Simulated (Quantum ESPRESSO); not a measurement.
Worked example: self-consistent single point of Ir (Fm-3m, 1 atom in the cell) in Quantum ESPRESSO.

Computed with PBE, SSSP 1.1.2 precision (PBE) pseudopotentials (plane waves; Quantum ESPRESSO).

The change in words: lattice scaled by 0.98; ecutrho: 400 Ry → 800 Ry. Reference geometry:
```
CELL_PARAMETERS angstrom
      0.00000     1.91040     1.91040
      1.91040     0.00000     1.91040
      1.91040     1.91040     0.00000
ATOMIC_POSITIONS crystal
  Ir 0.00000 0.00000 0.00000
```

Reference input (self-consistent single point, DFT, PBE, plane waves, SSSP 1.1.2 precision (PBE) pseudopotentials): ecutwfc = 50 Ry; ecutrho = 400 Ry; occupations = smearing; smearing = gauss; degauss = 0.0073499 Ry; potentials = {Ir: Ir_pbe_v1.2.uspp.F.UPF}; K_POINTS = automatic 11 11 11 0 0 0; conv_thr = 1e-10 Ry; mixing_beta = 0.4. This run's input differs from it in these lines:

```diff
@@ -13,3 +13,3 @@
   ecutwfc = 50,
-  ecutrho = 400,
+  ecutrho = 800,
   occupations = 'smearing',
@@ -25,5 +25,5 @@
 CELL_PARAMETERS bohr
-   0.00000000     3.61013279     3.61013279
-   3.61013279     0.00000000     3.61013279
-   3.61013279     3.61013279     0.00000000
+   0.00000000     3.53793013     3.53793013
+   3.53793013     0.00000000     3.53793013
+   3.53793013     3.53793013     0.00000000
 ATOMIC_POSITIONS crystal
```

Log, with long lists cut:

```
     Self-consistent Calculation

     iteration #  1     ecut=    50.00 Ry     beta= 0.40

     negative rho (up, down):  3.375E-01 0.000E+00

     total energy              =    -181.72522130 Ry
     estimated scf accuracy    <       0.56927826 Ry

     iteration #  2     ecut=    50.00 Ry     beta= 0.40

     negative rho (up, down):  3.198E-01 0.000E+00

     total energy              =    -181.75649295 Ry
     estimated scf accuracy    <       0.04584708 Ry

     iteration #  3     ecut=    50.00 Ry     beta= 0.40

     negative rho (up, down):  3.159E-01 0.000E+00

     total energy              =    -181.76553604 Ry
     estimated scf accuracy    <       0.00123286 Ry

   [... 5 blocks of this kind left out ...]

     iteration #  9     ecut=    50.00 Ry     beta= 0.40

     negative rho (up, down):  3.155E-01 0.000E+00

     total energy              =    -181.76573322 Ry
     estimated scf accuracy    <          3.4E-10 Ry

     iteration # 10     ecut=    50.00 Ry     beta= 0.40

     negative rho (up, down):  3.155E-01 0.000E+00
     End of self-consistent calculation

     the Fermi energy is    27.2998 ev

!    total energy              =    -181.76573323 Ry
     estimated scf accuracy    <          4.5E-13 Ry
     smearing contrib. (-TS)   =      -0.00059305 Ry
     internal energy E=F+TS    =    -181.76514018 Ry

     convergence has been achieved in  10 iterations

     negative rho (up, down):  3.155E-01 0.000E+00

     Forces acting on atoms (cartesian axes, Ry/au):

     atom    1 type  1   force =     0.00000000    0.00000000    0.00000000

     Total force =     0.000000     Total SCF correction =     0.000000

     negative rho (up, down):  3.155E-01 0.000E+00
          total   stress  (Ry/bohr**3)                   (kbar)     P=      447.95
   0.00304507   0.00000000  -0.00000000          447.95        0.00       -0.00
   0.00000000   0.00304507   0.00000000            0.00      447.95        0.00
   0.00000000   0.00000000   0.00304507            0.00        0.00      447.95

   JOB DONE.
```

The run converged in 10 iterations. Against the reference run the free energy goes up by 152 meV/atom and the pressure goes from 15.12 to 44.79 GPa.

The starting cell has typed, rounded lattice constants, without a prior relaxation at this level. Its lattice was rescaled by up to half a per cent. For this run, on top of that: lattice scaled by 0.98. Spin polarisation is off.
